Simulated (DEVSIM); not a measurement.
System: Ru/SiON/SiO2/p-Si capacitor, at 300 K.

Layer 1 from the left is SiON, thickness (nm) 11.0. Layer 2 from the left is SiO2, thickness (nm) 0.990. Layer 3 from the left is Si, thickness (nm) 14000, Na (cm⁻³) 1.8e15.

Metal gate on the left, work function 4.7 eV. Fixed charge at the semiconductor interface -3e11 cm⁻² (in units of +e); no interface traps.

This is a model device: material constants are rounded textbook-type values typed into the input, and sizes, dopings and lifetimes were drawn at random. Values at 300 K.

SiON: gap (eV) 7, affinity (eV) 1.4, permittivity 5.5. SiO2: gap (eV) 9, affinity (eV) 0.9, permittivity 3.9. Si: gap (eV) 1.124, affinity (eV) 4.05, permittivity 11.7, Nc (cm⁻³) 2.86e19, Nv (cm⁻³) 3.1e19.

**Question.** Estimate by hand the flat-band voltage, the threshold voltage, and compare with a numerical solution.

**Answer.** 
- Flat-band voltage: C = 0.393 μF/cm², work-function difference -0.222 V; VFB = φms − qNf/C = -0.10 V; numerical -0.10 V.
- Threshold voltage: φF = 0.311 V, depletion charge √(4εqNφF) = 1.93e-8 C/cm²; VT = VFB + 2φF + Qd/C = 0.57 V; numerical 0.57 V.

Model (solved in DEVSIM): 1D Poisson equation in equilibrium, Boltzmann statistics, complete ionisation; no quantum confinement or tunnelling. Metal contacts follow the ideal Schottky-Mott rule: no Fermi-level pinning, no interface dipoles.
